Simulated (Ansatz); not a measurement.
Consider Nb3Sn in the A15 (Cr3Si type) structure (space group Pm-3n, No. 223; a = 5.319 Å).

(Cell as relaxed with PBE.)

Levels (all Ansatz, a quantum-chemistry and plane-wave program, PAW): PBE (420 eV, spin-orbit coupling left out); PBEsol (420 eV, spin-orbit coupling left out).

Each level relaxes its own structure.

| base | PBE | PBEsol |
|---|---|---|
| volume per atom | 18.81 Å³ | 18.18 Å³ |
| lattice parameter a | 5.319 Å | 5.259 Å |
| band gap | zero | zero |

It is then changed as follows: hydrostatic tension (pressure −1 GPa).

```json
[
 {"quantity": "volume per atom", "PBE": "18.93 Å³", "PBEsol": "18.28 Å³"},
 {"quantity": "band gap", "PBE": "zero", "PBEsol": "zero"}
]
```

PBE's volume per atom lies 0.65 Å³ above PBEsol's (3.6 %); the two agree on the band gap. Neither level is exact; PBEsol is the comparison here, not a measurement.

Load acts through the strain it causes; cell and atoms are relaxed under it. No phonon test of stability was made. The final runs are not spin-polarised.
